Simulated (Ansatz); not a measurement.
# A computed series for AlN: response to strain

Start from AlN in the wurtzite structure (space group P6_3mc, No. 186).

```xyz
4
Lattice="3.1138 0.0000 0.0000 -1.5569 2.6966 0.0000 0.0000 0.0000 4.9833" Properties=species:S:1:pos:R:3 pbc="T T T"
Al     0.0000     1.7978     4.9833
Al     1.5569     0.8989     2.4917
N      0.0000     1.7978     1.9037
N      1.5569     0.8989     4.3953
```

Cartesian axes are those of the cell as printed.

Strains are applied to the cell and any free atomic positions relax.

Method: Kohn–Sham DFT with the PBEsol functional, run in Ansatz (an electronic-structure program) with PAW and 420 eV plane waves, spin-orbit coupling left out.

Candidates:
(a) uniaxial strain ε_zz = +1.80 %
(b) uniaxial strain ε_zz = +3.00 %
(c) uniaxial strain ε_zz = +0.60 %
(d) uniaxial strain ε_zz = +1.20 %

Base values:

```
Item       Result
--------  -------
Band gap  4.09 eV
```

**Question.** Order them by band gap, highest first.

**Answer.** (c) uniaxial strain ε_zz = +0.60 % (4.07 eV), (d) uniaxial strain ε_zz = +1.20 % (4.05 eV), (a) uniaxial strain ε_zz = +1.80 % (4.03 eV), (b) uniaxial strain ε_zz = +3.00 % (3.94 eV)

Stability against distortions was not tested.
